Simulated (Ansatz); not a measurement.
**GaN: biaxial strain −0.42 %, plane normal [111], relaxed out of plane**

The reference is GaN in the zinc blende structure (space group F-43m, No. 216; a = 4.4979 Å). Axes: x, y, z lie along the cube axes.

One thing is altered: compressive biaxial strain of 0.42 % in the plane normal to [111], as in epitaxy on a mismatched substrate; the out-of-plane cell vector and the atoms relax.

Computed with plane-wave PAW DFT at the r2SCAN level (Ansatz, a quantum-chemistry and plane-wave program, 500 eV), no spin-orbit coupling. k-mesh 13×13×13 (Γ-centred); smearing 0.05 eV (Fermi–Dirac).

The volume per atom shrinks by 0.07 Å³, from 11.37 Å³ to 11.30 Å³ and the space group changes from F-43m (No. 216) to R3m (No. 160). The shortest interatomic distance decreases by 0.0053 Å (1.948 Å → 1.942 Å) and the energy rises by 0.6 meV/atom. The band gap rises by 0.03 eV to 2.20 eV and the gap character is still direct at Γ. The electron mass is still 0.17 mₑ (at Γ) and the valence-band top at Γ (three highest levels, from the VBM) becomes 0.00, 0.00, -0.04 eV (base: 0.00, 0.00, 0.00 eV). The out-of-plane strain is +0.18 % and the mean in-plane stress (compression positive) comes out as +2.0 GPa.

Final structure (turned so that z lies along the plane normal):

```yaml
crystal:
  lattice:
    - [3.16714, 0.00000, 0.00000]
    - [1.58357, 2.74282, 0.00000]
    - [1.58357, -0.91427, 2.60159]
  atoms:
    - { symbol: Ga, position: [0.99941, 0.00029, 0.00088] }
    - { symbol: N, position: [0.50059, 0.24971, 0.74912] }
```

Masses are band curvatures over ±0.01 Å⁻¹ around the edge. No phonon test of stability was made. This is not the structure that GaN has at room temperature and ambient pressure. Labels are those of the standard path for the cell's own space group.
